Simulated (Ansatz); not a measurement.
Results of r²SCAN (PAW; Ansatz, a quantum-chemistry and plane-wave program) for CeIn₃ (Pm-3m, No. 221).

Run with plane-wave cutoff 500 eV, 12×12×12 k mesh, Fermi–Dirac smearing 0.1 eV, spin-polarised start, scalar-relativistic PAW data made under PBE.

Computed at the level's own relaxed cell.

Give the computed volume per atom and equilibrium lattice constant a.


* **volume per atom**: 25.90 Å³/atom
* **equilibrium lattice constant a**: 4.697 Å

Note: the magnetic order was assumed, not searched for or taken from measurement; the 4f shell is treated without U or exact exchange, so its levels and filling can be wrong.

Spin–orbit coupling is not included.

Static lattice: no zero-point or thermal effects.
